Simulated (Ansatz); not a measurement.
The parent structure is GaN in the wurtzite structure (space group P6_3mc, No. 186; a = 3.183 Å, c = 5.185 Å).

Calculations: PBEsol in Ansatz (plane waves to 420 eV, PAW, no spin-orbit coupling).

For the base:

The gap between the host's bands is 1.88 eV and the gap character comes out as direct at Γ.

Perturbation: hole doping at 7.0×10^21 cm⁻³ (0.318 per cell), with a uniform compensating background at fixed cell and a 300 K Fermi–Dirac width.

Q: What happens to the Fermi level from band edge, gap between the host's bands and gap character?

A: The Fermi level relative to the doped band's edge (positive inside the band; to 0.05 eV) is +0.45 eV; the gap between the host's bands rises by 0.160 eV (1.88 eV → 2.03 eV); the gap character remains direct at Γ.

Carriers are added with a uniform compensating background; total energy and stress of such cells depend on the potential's zero and are not compared; many-body gap narrowing is missing at this level. No phonon test of stability was made.

Ansatz is a program for electronic structure.
